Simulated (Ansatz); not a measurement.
Consider interstitial P in silicon, charge state +1. The step: a direct jump of one P atom; the atom moves 1.93 Å along (0.00, -0.25, 0.25) of the unit cell; the moving atom starts with neighbours 6 Si at 2.39 Å and ends with 6 Si at 2.39 Å. DFT values are from Ansatz (plane-wave PAW, 420 eV unless said) in a cell of 64 host sites, spin-restricted, static, with no finite-size correction. The charge state is imposed; whether it is stable for some Fermi level was not computed. Sites that were not tried may lie lower. For the PBE band: the saddle point's order was not checked, and it lies on a symmetry element of the cell, where a band can be held.

| Level | Forward barrier (eV) | Cost of the band or of the saddle's single point |
|---|---|---|
| PBE, a 2×2×2 k-point mesh shifted by half a step, band relaxed | 0.72 | roughly 40 core-minutes |
| PBE, a 3×3×3 k-point mesh shifted by half a step, same geometries | 0.73 | around 3 core-minutes (rough) |
| r2SCAN at 500 eV, a 2×2×2 k-point mesh shifted by half a step, same geometries | 0.76 | about 2.0 core-minutes (a rough figure) |

Ansatz is a program for electronic structure.
